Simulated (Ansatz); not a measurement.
The starting structures come from a database of crystals and need not be the phases stable at ambient conditions.

Inside the gap of an insulator the Bloch states are evanescent, with a wavenumber k + iκ along the transport direction.

```yaml
crystal:
  lattice:
    - [4.13643, 0.00000, 0.00000]
    - [0.00000, 9.72266, 0.00000]
    - [0.00000, 2.06433, 11.43638]
  atoms:
    - { symbol: Sr, position: [0.49160, 0.71111, 0.39276] }
    - { symbol: Sr, position: [0.50840, 0.28889, 0.60724] }
    - { symbol: Sr, position: [0.99160, 0.78889, 0.10724] }
    - { symbol: Sr, position: [0.00840, 0.21111, 0.89276] }
    - { symbol: Bi, position: [0.49797, 0.44647, 0.19065] }
    - { symbol: Bi, position: [0.50203, 0.55353, 0.80935] }
    - { symbol: Bi, position: [0.99797, 0.05353, 0.30935] }
    - { symbol: Bi, position: [0.00203, 0.94647, 0.69065] }
    - { symbol: Se, position: [0.50000, 0.00000, 0.50000] }
    - { symbol: Se, position: [0.00000, 0.50000, 0.00000] }
    - { symbol: Se, position: [0.50040, 0.08731, 0.12956] }
    - { symbol: Se, position: [0.49960, 0.91269, 0.87044] }
    - { symbol: Se, position: [0.00040, 0.41269, 0.37044] }
    - { symbol: Se, position: [0.99960, 0.58731, 0.62956] }
    - { symbol: O, position: [0.50367, 0.33363, 0.81273] }
    - { symbol: O, position: [0.49633, 0.66637, 0.18727] }
    - { symbol: O, position: [0.00367, 0.16637, 0.68727] }
    - { symbol: O, position: [0.99633, 0.83363, 0.31273] }
```

Space group of this cell: P2_1/c. The cell is taken as given; by r2SCAN its mean pressure is -1.9 GPa.

Transport runs along the normal of the first two printed cell vectors.

The gap is the functional's own. No spin-orbit coupling. Mid-gap values are interpolated on the energy grid.

### Question
State the band gap and the smallest decay constant κ at mid-gap according to r2SCAN run with Ansatz (a first-principles code).

### Answer
Gap 1.52 eV on a 8×4×4 mesh; κ = 0.168 1/Å, at the zone centre.
